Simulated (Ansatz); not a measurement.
Consider Ag in the fcc (Cu type) structure (space group Fm-3m, No. 225; relaxed with 0.1 eV smearing).

```xyz
1
Lattice="0.0000 2.0271 2.0271 2.0271 0.0000 2.0271 2.0271 2.0271 0.0000" Properties=species:S:1:pos:R:3 pbc="T T T"
Ag     0.0000     0.0000     0.0000
```

Cartesian axes are those of the cell as printed.

All numbers come from PBEsol (Ansatz, a quantum-chemistry and plane-wave program; PAW; 420 eV plane waves; no spin-orbit coupling), earlier PAW set.

Strains are applied to the cell and any free atomic positions relax; under biaxial strain the out-of-plane vector relaxes too.

One change was made to it. Results:

| quantity | base | after |
|---|---|---|
| energy relative to the base (free energy F) | 0 meV/atom | +25 meV/atom |
| volume per atom | 16.66 Å³ | 17.40 Å³ |
| pressure (mean of the normal stresses, compression positive) | 0.0 GPa | -4.1 GPa |

Question: Which change produced these results?
A) uniaxial strain ε_xx = +0.99 %
B) biaxial strain +2.01 %, plane normal [001], relaxed out of plane
C) uniaxial strain ε_yy = −0.86 %
D) isotropic strain +1.24 %
E) biaxial strain +3.69 %, plane normal [110], relaxed out of plane

Answer: E, biaxial strain +3.69 %, plane normal [110], relaxed out of plane. For comparison, the energy relative to the base in the other runs: uniaxial strain ε_yy = −0.86 % gives +0.6 meV/atom; biaxial strain +2.01 %, plane normal [001], relaxed out of plane gives +3.4 meV/atom; uniaxial strain ε_xx = +0.99 % gives +0.7 meV/atom; isotropic strain +1.24 % gives +8.1 meV/atom.

A biaxial case was relaxed in a doubled cell and then solved in the primitive one. No phonon test of stability was made.
